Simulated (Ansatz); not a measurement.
## Smallest direct gap on the k points sampled of Zr3N4 (R-3m, No. 166, 7 atoms in the cell; start mp-754353; a measured phase of this formula has another space group) at several levels of theory

No measured value is used here.

```csv
level (code),value (eV),cell (Å³/atom)
LDA (Ansatz),0.99,11.79
PBEsol+SOC (Ansatz),1.02,12.04
dielectric-dependent PBEsol hybrid (Ansatz),1.56,12.04
HSE06+SOC (Ansatz),1.97,12.04
PBE0 (Ansatz),2.66,12.04
```

At these levels the smallest gap is indirect and lower: HSE06+SOC 1.87, PBE0 2.55 eV. Computed values are for a static lattice. Levels without +SOC have no spin–orbit coupling; where heavier elements are present it shifts gaps, mostly down, and can invert bands.  Values are at the PBEsol cell; LDA at the level's own equilibrium cell. Cutoffs and k meshes differ between the levels. Ansatz's density-functional and Hartree–Fock values are scalar-relativistic unless marked +SOC, with PAW data made under PBE.

A start named mp-… is a Materials Project structure, which need not be a measured phase.

Ansatz is a program for electronic structure.
